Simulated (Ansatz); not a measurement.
Be, pressure series

Consider Be in the hcp (Mg type) structure (space group P6_3/mmc, No. 194).

```
CELL_PARAMETERS angstrom
      2.25712     0.00000     0.00000
     -1.12856     1.95472     0.00000
      0.00000     0.00000     3.55289
ATOMIC_POSITIONS crystal
  Be 0.66667 0.33333 0.75000
  Be 0.33333 0.66667 0.25000
```

Cell and atoms are relaxed at each pressure.

Computed with PBEsol in Ansatz (plane waves to 420 eV, PAW, no SOC).

Notes on the quantities. enthalpy: H = E + PV relative to the base's energy.

```csv
case,lattice parameter a,enthalpy
base,2.257 Å,–
pressure −2 GPa,2.270 Å,-0.10 eV/atom
pressure −1 GPa,2.263 Å,-0.05 eV/atom
pressure 0.9 GPa,2.251 Å,+0.04 eV/atom
pressure 2.1 GPa,2.244 Å,+0.10 eV/atom
pressure 4.5 GPa,2.230 Å,+0.22 eV/atom
pressure 9 GPa,2.206 Å,+0.43 eV/atom
pressure 15 GPa,2.178 Å,+0.70 eV/atom
pressure 22.5 GPa,2.147 Å,+1.02 eV/atom
pressure 30 GPa,2.120 Å,+1.33 eV/atom
```

Load acts through the strain it causes; cell and atoms are relaxed under it. Stability against distortions was not tested. No other phases were tried under pressure.

Ansatz is a program for electronic structure.
